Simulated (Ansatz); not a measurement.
The parent structure is BP in the zinc blende structure (space group F-43m, No. 216).

```
CELL_PARAMETERS angstrom
      0.00000     2.24526     2.24526
      2.24526     0.00000     2.24526
      2.24526     2.24526     0.00000
ATOMIC_POSITIONS crystal
  B  0.00000 0.00000 0.00000
  P  0.25000 0.25000 0.25000
```

Method: LDA (Ansatz, a first-principles code; PAW; 420 eV plane waves; no spin-orbit coupling).

For the base:

| Property | Value |
|---|---|
| Shortest interatomic distance | 1.944 Å |
| Band gap | 1.14 eV |

Perturbation: cell and atoms relaxed at a pressure of 2.1 GPa.

**Question.** Estimate the effect on the shortest interatomic distance.

**Answer.** The shortest interatomic distance drops by 0.0076 Å, from 1.944 Å to 1.937 Å.

**Question.** Predict the new band gap.

**Answer.** The band gap shrinks by 0.015 eV, from 1.14 eV to 1.13 eV.

Load acts through the strain it causes; cell and atoms are relaxed under it. Whether these cells are dynamically stable was not tested.
